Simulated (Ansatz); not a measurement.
**Point defects in BaTiO3**

The parent structure is a 20-atom supercell of BaTiO3 (space group P4mm, No. 99; a = 3.985 Å, c = 4.201 Å) at its relaxed geometry.

One neutral defect a cell, atoms relaxed at fixed cell.

All numbers come from Ansatz (a first-principles code), PBE, PAW, cutoff 420 eV, spin-orbit coupling left out.

```tsv
change	total moment of the cell	largest displacement of a host atom from its site in the perfect cell	gap of the supercell	pressure
perfect supercell	–	–	1.84 eV	0.0 GPa
Ba on a Ti site (antisite)	0.0 μB	1.62 Å	2.81 eV	14.6 GPa
Y on a Ba site, symmetric start	0.1 μB	0.36 Å	zero	-2.2 GPa
Ba vacancy	2.0 μB	0.06 Å	zero	-1.6 GPa
Ti vacancy, symmetric start	4.0 μB	0.34 Å	zero	3.3 GPa
Sc on a Ti site, symmetric start	0.0 μB	0.17 Å	zero	3.4 GPa
```

The magnetic state is the one reached from the starting moments; the real material's order can differ, and small cells can't hold many antiferromagnetic ones. The cell is small, so the values are those of an ordered compound at a high defect concentration; dilute-limit values will differ. The mesh was chosen for an insulator and is coarse for the gapless case. Defects with a symmetric start kept the site's symmetry and may sit on a saddle; the others started slightly shaken. Starting moments died away, wholly or in part, for Ba on a Ti site (antisite), Y on a Ba site and Sc on a Ti site; another magnetic solution may exist. No Hubbard U is applied, and correlation can decide whether such a compound is a metal. Spin-polarised in the final run: Ba on a Ti site (antisite), Y on a Ba site, Ba vacancy, Ti vacancy and Sc on a Ti site; the other runs are not.
